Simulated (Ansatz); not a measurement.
Ga vacancy + O on the N site + O on the N site + O on the N site in wurtzite GaN (the name describes the start): one set of geometries, relaxed with PBE, evaluated in Ansatz (PAW, plane waves to 420 eV, 500 eV under r2SCAN) with PBE, r2SCAN.

Details: 96-site cell; 2×2×2 shifted k-points; start: the Ga site; N 1.97 Å away; N 1.97 Å away; N 1.97 Å away; charged states image-corrected; finite-size errors of tenths of an eV; relaxed from one start, so a lower configuration may exist; flagged in the runs: a host whose relaxation on this sampling wasn't shown to rest.

```csv
quantity,PBE,r2SCAN
host gap (eV),1.71,2.12
ε(+1/0) above the VBM (eV),0.27,0.53
largest moment on one atom at charge +1 (μB),0.55,0.62
"neutral formation energy against alpha gallium, N2 molecule in a box, O2 molecule in a box (eV)",-5.56,-5.32
```

PBE narrows the gap by 0.41 eV against r2SCAN, the highest level run, and puts the level shown 0.26 eV lower above the valence-band maximum (from the rounded values).

Ansatz is a quantum-chemistry and plane-wave program.
